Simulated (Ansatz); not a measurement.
Cubic perovskite SrMnO3 (metastable phase) was calculated with r²SCAN in Ansatz (plane waves, PAW).

Numerical settings: plane-wave cutoff 500 eV, 10×10×10 k mesh, Fermi–Dirac smearing 0.05 eV, magnetic order G, spin-polarised with opposed moments, scalar-relativistic PAW data made under PBE.

Cell (relaxed at this level):

Space group Pm-3m (No. 221); a = 3.791 Å, b = 3.791 Å, c = 3.791 Å, α = 90.00°, β = 90.00°, γ = 90.00°

| atom | site | symmetry | x | y | z |
|---|---|---|---|---|---|
| Sr | 1a | m-3m | 0.0000 | 0.0000 | 0.0000 |
| Mn | 1b | m-3m | 0.5000 | 0.5000 | 0.5000 |
| O | 3c | 4/mm.m | 0.0000 | 0.5000 | 0.5000 |
(The calculation used a cell of 10 atoms; values per cell refer to that cell.)

Question: Give the computed band gap.

Answer: 
band gap: 0.96 eV (on the SCF k mesh)

Note: the magnetic order was assumed, not searched for or taken from measurement; the relaxation could not lower the start's symmetry, so the cell can be a saddle point above a distorted one.

Spin–orbit coupling is not included.

Static lattice: no zero-point or thermal effects.

Computing time: roughly 2.9 core-minutes.

Ansatz is a quantum-chemistry and plane-wave program.
